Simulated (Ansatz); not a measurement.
The reference is Be in the bcc (W type) structure (space group Im-3m, No. 229; a = 2.493 Å; a cell from a computed database, its experimental status unchecked; relaxed with 0.1 eV smearing). Axes: x, y, z lie along the cube axes.

All numbers come from PBEsol (Ansatz, a program for electronic structure; PAW; 420 eV plane waves; no SOC).

It is then changed as follows: a pure shear with ε_yz = ε_zy = -0.0241, atoms relaxed at fixed cell.

Question: Predict the stress tensor and what it implies for the stiffness.

Answer: Stress of the strained cell less that of the base (GPa, compression positive):
```
   -0.3     0.0     0.0
    0.0     1.0     9.1
    0.0     9.1     1.0
```

Then −Δσ/γ with γ = 2ε = -0.0482 gives secant stiffness values (nonlinear terms included at this strain): C44 ≈ 189 GPa.

As a check, the harmonic strain energy −½ V₀ Δσ:ε is 11 meV/atom; the computed energy rise is 11 meV/atom.

Whether these cells are dynamically stable was not tested. This is not the structure that Be has at room temperature and ambient pressure.
